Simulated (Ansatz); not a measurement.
An Ansatz (an electronic-structure program) run: hypothetical diamond Re with a change (biaxial strain +0.62 %, plane normal [001], relaxed out of plane); PBE in Ansatz (plane waves to 420 eV, PAW, without spin-orbit coupling).

Input:

Ansatz 0.2 input:
```yaml
crystal:
  lattice:
    - [4.0213444954, 0, 0]
    - [0, 4.0213444954, 0]
    - [2.0106722477, -2.0106722477, 2.8172381737]
  atoms:
    - { symbol: Re, position: [0.75, 0.75, 0.5] }
    - { symbol: Re, position: [0, 0, 0] }
basis: { ecutwfc: 420, ecutrho_ratio: 4, xc_grid: 2, fft_grid_basis: typed }
kpoints: { mp_grid: { grid: [18, 18, 18] } }
hamiltonian:
  xc: pbe
  dispersion: none
  pseudopotentials: { kind: paw }
scf: { occupations: { method: fermi_dirac, width: 0.1 } }
relax: { f_tol: 0.005, max_steps: 50, cell: { stress_tol: 0.01, fix: [a, b, gamma] } }
output: { forces: true, stress: true }
checkpoint: { write: state.ck, write_every: 1000 }
```

Output (explanatory and most iteration lines left out):

```
Relaxation: its limit of steps is 50 (relax.max_steps)
Pseudopotential: Re, paw, valence charge 15
Crystal: 2 atoms, lattice volume = 45.558 Å³
Basis set: ecut = 420 eV, 893 PW (Γ), exchange–correlation on 54×54×54 points (8 copies of the dense FFT grid, shifted against one another)
Bands: 19, of which v1, the nominal top of the filled ones, is band 15 counted from 1 (14 counted from 0)
Symmetry: 16 space group operations
Space group: I41/amd (ITA 141), of the structure as read, at distance tolerance 3.6e-5 Å
k-points: 480 of 5832
Functional: x = pbe(κ = 0.804, μ = 0.2195149727645171), c = pbe(β = 0.06672455060314922)
SCF iter   1: F=—  HF=-21732.941863 eV  |F-HF|=—  |Δ(HF+E_count)|=         —  Δρ=5.15e-3  dr2=5.20e-3  ethr=1.77e-3  ⟨swp⟩=5.0  Hψ=38151  notcnv=0
SCF iter   2: F=—  HF=-21732.943432 eV  |F-HF|=—  |Δ(HF+E_count)|=   1.57e-3  Δρ=3.16e-3  dr2=2.26e-3  ethr=1.73e-5  ⟨swp⟩=1.9  Hψ=14515  notcnv=0
SCF 1 converged in 6 iterations: F = -21732.944237 eV  dr2 = 2.77e-8
relax step   1: F+E_penalty+E_count = -21732.94423674 eV  Δ(F+E_penalty+E_count) = +0.000e0 eV  max|allowed force component| = 4.163e-17 eV/Å  Δτ_max = 0.0000 Å  P = -1.620 GPa  Ω = 45.558 Å³  fix = [a, b, gamma]  reactions: a -1.720, b -1.720 GPa  (6 SCF iters, dr2 threshold 1.00e-7 eV, accepted)
[... steps on the carried basis left out ...]
relax step   3: F+E_penalty+E_count = -21732.94595636 eV  Δ(F+E_penalty+E_count) = -3.290e-4 eV  max|allowed force component| = 1.110e-16 eV/Å  Δτ_max = 0.0000 Å  P = -0.356 GPa  Ω = 45.223 Å³  energy of the carried Pulay correction = +2.197e-4 eV  fix = [a, b, gamma]  reactions: a -0.529, b -0.529 GPa  (6 SCF iters, dr2 threshold 2.00e-7 eV, accepted)
Crystal: 2 atoms, lattice volume = 45.223 Å³
SCF iter   1: F=—  HF=-21732.945733 eV  |F-HF|=—  |Δ(HF+E_count)|=         —  Δρ=3.09e-5  dr2=5.81e-8  ethr=1.81e-7  ⟨swp⟩=3.0  Hψ=61400  notcnv=0
SCF iter   2: F=—  HF=-21732.945736 eV  |F-HF|=—  |Δ(HF+E_count)|=   3.42e-6  Δρ=1.57e-5  dr2=1.40e-8  ethr=1.94e-10  ⟨swp⟩=2.0  Hψ=14977  notcnv=0
SCF 4 converged in 10 iterations: F = -21732.945736 eV  dr2 = 1.71e-19
SCF converged after 10 iterations
Free energy (F): -21732.945736 eV
Internal energy: -21732.900112 eV  (E = F + TS)
E sigma→0 (E₀):  -21732.922924 eV
Entropy (-TS):   -0.045624 eV (-22.812 meV/atom)
Fermi energy:    13.903338 eV
--- Forces (eV/Å), atoms counted from 1 ---
  atom   1  Re     0.00000000     0.00000000     0.00000000
  atom   2  Re     0.00000000     0.00000000     0.00000000
--- Stress (GPa, compression-positive) ---
       -0.528520       0.000000       0.000000
        0.000000      -0.528520       0.000000
        0.000000       0.000000      -0.009436
  P = ⅓ Tr σ = -0.3555 GPa (-3.555 kbar)
--- Relaxed structure (3 steps of the walk, 3 accepted, 1 SCFs on fresh bases) ---
  cell:  # Å, volume = 45.2228 Å³
    - [4.0213444954, 0.0, 0.0]
    - [0.0, 4.0213444954, 0.0]
    - [2.0106722477, -2.0106722477, 2.7964979876711604]
  atoms:
    - { symbol: Re, position: [0.75, 0.7499999999999999, 0.49999999999999994] }
    - { symbol: Re, position: [0.0, 0.0, 0.0] }
```

Stability against distortions was not tested. The final runs are not spin-polarised. The cell was made from Re in the diamond structure (space group Fd-3m, No. 227; a hypothetical phase, not in the database extracts checked) by this change: biaxial strain +0.62 %, plane normal [001], relaxed out of plane.
